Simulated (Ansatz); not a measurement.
Amorphous Hf₁₈O₃₆Cu, 55 atoms at 9.12 g/cm³, one PBE-relaxed geometry, zone centre. Methods: PBE, scalar-relativistic without spin-orbit coupling (Ansatz, a first-principles code); r2SCAN, scalar-relativistic without spin-orbit coupling (Ansatz); HSE06, scalar-relativistic without spin-orbit coupling (Ansatz). Plane waves to 420 eV (r2SCAN 500 eV); exact exchange is cut at the cell's faces. In the spin-polarised cell the level spacing at the Fermi energy can part levels of unlike spin.

The cell was made by melting and quenching with the CHGNet potential and then relaxed with DFT. O atoms were pushed apart under 1.9 Å during the dynamics, to hinder bonds among them. The hot cell started wider than the set density and was brought back towards it in steps. It is the lowest in DFT energy of 2 quenches. It is a model cell: composition and starting density were chosen by hand, and all elements were melted together. No dispersion term was used. Its density started from a set value of 9.01 and ended at 9.12 g/cm³. Cooling (nominally 300 K/ps over its main leg) ran many orders faster than in experiment, which tends to leave more defects and strain. A cell of this size samples the disorder only roughly. Volume and shape were free in the relaxation. On a 2×2×2 Γ-centred mesh force components of up to 0.19 eV/Å stay, since the relaxation ran on the zone centre alone.

The relaxation ran on the zone centre alone. At PBE the level spacing at the Fermi energy is 0.49 eV on a 2×2×2 Γ-centred mesh, and the spacing at the zone centre alone 0.64 eV.

### Question
What zone-centre spacing does r2SCAN give, roughly?

### Answer
0.95 eV (+0.31 eV against PBE).

### Question
What zone-centre spacing does HSE06 give, roughly?

### Answer
1.53 eV (+0.89 eV against PBE).

The highest filled and the lowest empty state spread over these numbers of atoms (participation numbers): PBE: 12.4 and 20.3; r2SCAN: 11.0 and 21.3; HSE06: 10.8 and 22.1.
